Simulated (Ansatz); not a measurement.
An Ansatz (a first-principles code) run: SnO2 with a change (uniaxial strain ε_xx = −1.80 %); LDA/PAW in Ansatz, no spin-orbit coupling.

Input:

Ansatz 0.2 input:
```yaml
crystal:
  lattice:
    - [4.6373588695, 0, 0]
    - [0, 4.7223613742, 0]
    - [0, 0, 3.1903371095]
  atoms:
    - { symbol: Sn, position: [0, 0, 0] }
    - { symbol: Sn, position: [0.5, 0.5, 0.5] }
    - { symbol: O, position: [0.306067784, 0.306067784, 0] }
    - { symbol: O, position: [0.806067784, 0.193932216, 0.5] }
    - { symbol: O, position: [0.193932216, 0.806067784, 0.5] }
    - { symbol: O, position: [0.693932216, 0.693932216, 0] }
basis: { ecutwfc: 420, ecutrho_ratio: 4, xc_grid: 2, fft_grid_basis: typed }
kpoints: { mp_grid: { grid: [7, 7, 10] } }
hamiltonian:
  xc: lda
  dispersion: none
  pseudopotentials: { kind: paw }
scf: { occupations: { method: fermi_dirac, width: 0.05 }, convergence: { dr2_threshold: 0.0000000006 } }
relax: { f_tol: 0.005, max_steps: 50 }
output: { forces: true, stress: true }
checkpoint: { write: state.ck, write_every: 1000 }
```

Output (explanatory and most iteration lines left out):

```
Relaxation: its limit of steps is 50 (relax.max_steps)
Pseudopotential: Sn, paw, valence charge 14
Pseudopotential: O, paw, valence charge 6
Crystal: 6 atoms, lattice volume = 69.866 Å³
Basis set: ecut = 420 eV, 1399 PW (Γ), exchange–correlation on 64×64×48 points (8 copies of the dense FFT grid, shifted against one another)
Bands: 32, of which v1, the nominal top of the filled ones, is band 26 counted from 1 (25 counted from 0)
Symmetry: 8 space group operations
Space group: Pnnm (ITA 58), of the structure as read, at distance tolerance 4.1e-5 Å
k-points: 96 of 490
Functional: x = slater, c = lda
SCF iter   1: F=—  HF=-13980.406638 eV  |F-HF|=—  |Δ(HF+E_count)|=         —  Δρ=1.88e-2  dr2=2.04e-1  ethr=1.77e-3  ⟨swp⟩=6.1  Hψ=13589  notcnv=0  defer=10
SCF iter   2: F=—  HF=-13980.346925 eV  |F-HF|=—  |Δ(HF+E_count)|=   5.97e-2  Δρ=4.96e-3  dr2=6.95e-3  ethr=3.93e-4  ⟨swp⟩=2.4  Hψ=5451  notcnv=0  defer=161
SCF 1 converged in 8 iterations: F = -13980.343969 eV  dr2 = 6.35e-11
relax step   1: F+E_penalty+E_count = -13980.34396944 eV  Δ(F+E_penalty+E_count) = +0.000e0 eV  max|allowed force component| = 2.056e-2 eV/Å  Δτ_max = 0.0000 Å  (8 SCF iters, accepted)
Crystal: 6 atoms, lattice volume = 69.866 Å³
SCF iter   1: F=—  HF=-13980.344136 eV  |F-HF|=—  |Δ(HF+E_count)|=         —  Δρ=5.50e-4  dr2=4.73e-5  ethr=8.33e-8  ⟨swp⟩=2.0  Hψ=9558  notcnv=0  defer=162
SCF iter   2: F=—  HF=-13980.344133 eV  |F-HF|=—  |Δ(HF+E_count)|=   2.57e-6  Δρ=2.78e-4  dr2=1.48e-5  ethr=8.33e-8  ⟨swp⟩=1.0  Hψ=2910  notcnv=0  defer=162
SCF 2 converged in 6 iterations: F = -13980.344128 eV  dr2 = 1.68e-11
relax step   2: F+E_penalty+E_count = -13980.34412804 eV  Δ(F+E_penalty+E_count) = -1.586e-4 eV  max|allowed force component| = 1.105e-2 eV/Å  Δτ_max = 0.0031 Å  (6 SCF iters, accepted)
Crystal: 6 atoms, lattice volume = 69.866 Å³
SCF iter   1: F=—  HF=-13980.345035 eV  |F-HF|=—  |Δ(HF+E_count)|=         —  Δρ=3.94e-3  dr2=2.36e-3  ethr=4.66e-5  ⟨swp⟩=3.8  Hψ=7104  notcnv=0  defer=161
SCF iter   2: F=—  HF=-13980.344757 eV  |F-HF|=—  |Δ(HF+E_count)|=   2.78e-4  Δρ=1.99e-3  dr2=7.49e-4  ethr=4.54e-6  ⟨swp⟩=1.0  Hψ=3846  notcnv=0  defer=161
SCF 3 converged in 7 iterations: F = -13980.344615 eV  dr2 = 1.23e-10
relax step   3: F+E_penalty+E_count = -13980.34461501 eV  Δ(F+E_penalty+E_count) = -4.870e-4 eV  max|allowed force component| = 4.704e-3 eV/Å  Δτ_max = 0.0223 Å  (7 SCF iters, accepted)
SCF converged after 7 iterations
Free energy (F): -13980.344615 eV
Internal energy: -13980.344615 eV  (E = F + TS)
E sigma→0 (E₀):  -13980.344615 eV
Entropy (-TS):   -0.000000 eV (-0.000 meV/atom)
Fermi energy:    10.215163 eV
--- Forces (eV/Å), atoms counted from 1 ---
  atom   1  Sn     0.00000000    -0.00000000     0.00000000
  atom   2  Sn     0.00000000     0.00000000     0.00000000
  atom   3  O      0.00405918     0.00470390     0.00000000
  atom   4  O      0.00405918    -0.00470390     0.00000000
  atom   5  O     -0.00405918     0.00470390     0.00000000
  atom   6  O     -0.00405918    -0.00470390     0.00000000
--- Stress (GPa, compression-positive) ---
        4.576857       0.000000       0.000000
        0.000000       3.474348       0.000000
        0.000000       0.000000       2.902292
  P = ⅓ Tr σ = 3.6512 GPa (36.512 kbar)
--- Relaxed structure (3 steps of the walk, 3 accepted, 0 SCFs on fresh bases) ---
  atoms:
    - { symbol: Sn, position: [-1.5586489393295585e-20, 6.122373033733506e-20, 0.0] }
    - { symbol: Sn, position: [0.49999999999999994, 0.49999999999999994, 0.49999999999999994] }
    - { symbol: O, position: [0.30202837855597225, 0.30970274132103887, 0.0] }
    - { symbol: O, position: [0.8020283785559723, 0.19029725867896113, 0.49999999999999994] }
    - { symbol: O, position: [0.19797162144402772, 0.8097027413210387, 0.49999999999999994] }
    - { symbol: O, position: [0.6979716214440276, 0.6902972586789612, 0.0] }
```

Stability against distortions was not tested. The cell was made from SnO₂ in the rutile structure (space group P4_2/mnm, No. 136) by this change: uniaxial strain ε_xx = −1.80 %.
